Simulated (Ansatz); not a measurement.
## NbAs (model structure, started from the CsCl type, Pm-3m, No. 221, 2 atoms in the cell)

The numbers are results of PBEsol in Ansatz (PAW), not measurements.

Run with plane-wave cutoff 500 eV, 12×12×12 k mesh, Fermi–Dirac smearing 0.05 eV, no spin polarisation, scalar-relativistic PAW data made under PBE.

Cell (relaxed at this level):

```cif
data_AsNb
_chemical_formula_sum 'Nb1 As1'
_space_group_name_H-M_alt 'Pm-3m'
_space_group_IT_number 221
_space_group_name_Hall '-P 4 2 3'
_cell_length_a 3.17975
_cell_length_b 3.17975
_cell_length_c 3.17975
_cell_angle_alpha 90.000
_cell_angle_beta 90.000
_cell_angle_gamma 90.000
loop_
_atom_site_label
_atom_site_type_symbol
_atom_site_symmetry_multiplicity
_atom_site_Wyckoff_symbol
_atom_site_fract_x
_atom_site_fract_y
_atom_site_fract_z
_atom_site_occupancy
Nb1 Nb 1 a 0.00000 0.00000 0.00000 1
As1 As 1 b 0.50000 0.50000 0.50000 1
```

| Quantity | Value |
|---|---|
| band gap | none |

Note: the relaxation could raise the start's symmetry but not lower it, so the cell can be a saddle point.

Spin–orbit coupling is not included.

Static lattice: no zero-point or thermal effects.

It cost about 16 core-seconds (a rough figure) of CPU time.

A model structure was made by putting elements into a prototype or built by hand; it is no filed structure, need not be a known phase, and can be a saddle point held by its symmetry.

Ansatz is an electronic-structure program.
